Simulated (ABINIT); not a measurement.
Band structure of C (Fd-3m, 2 atoms in the cell).

```yaml
crystal:
  lattice:
    - [0.00000, 1.75545, 1.75545]
    - [1.75545, 0.00000, 1.75545]
    - [1.75545, 1.75545, 0.00000]
  atoms:
    - { symbol: C, position: [0.50000, 0.50000, 0.50000] }
    - { symbol: C, position: [0.75000, 0.75000, 0.75000] }
```

Computed with PBE, norm-conserving pseudopotentials (PseudoDojo nc-sr-05 PBE standard) (plane waves; ABINIT 10.0.3).

Settings: pseudos = [C.upf]; ecut = 82 Ry; occopt = 3; tsmear = 0.05 eV; ngkpt = 13 13 13; nshiftk = 1; shiftk = 0 0 0; potentials = PseudoDojo nc-sr-05 PBE standard; kptopt = 1; nstep = 60; tolvrs1 = 1e-11; ndtset = 2; getden2 = 1.

The starting cell comes from a database of computed structures (which also holds hypothetical and non-ambient phases and stackings), without a prior relaxation at this level. Its lattice was rescaled by a random factor within 2.5 % of one.

Problem. Predict the gap along the standard path and the places of the band edges.

Solution. The gap along the path is 4.30 eV, from Γ to a point between Γ and X; the smallest direct gap on it is 5.76 eV.

Levels in eV from the top of the valence band on the SCF mesh, bands 1 to 8:
| point | 1 | 2 | 3 | 4 | 5 | 6 | 7 | 8 |
|---|---|---|---|---|---|---|---|---|
| Γ | -22.14 | 0.00 | 0.00 | 0.00 | 5.76 | 5.76 | 5.76 | 14.43 |
| X | -13.12 | -13.12 | -6.61 | -6.61 | 4.93 | 4.93 | 17.55 | 17.55 |
| W | -12.25 | -12.25 | -8.75 | -8.75 | 10.90 | 10.90 | 12.98 | 12.98 |
| K | -13.28 | -12.06 | -9.79 | -5.63 | 5.87 | 11.15 | 14.96 | 16.39 |
| L | -16.08 | -13.93 | -2.94 | -2.94 | 8.72 | 8.72 | 9.55 | 16.15 |
| U | -13.28 | -12.06 | -9.79 | -5.63 | 5.87 | 11.15 | 14.96 | 16.39 |
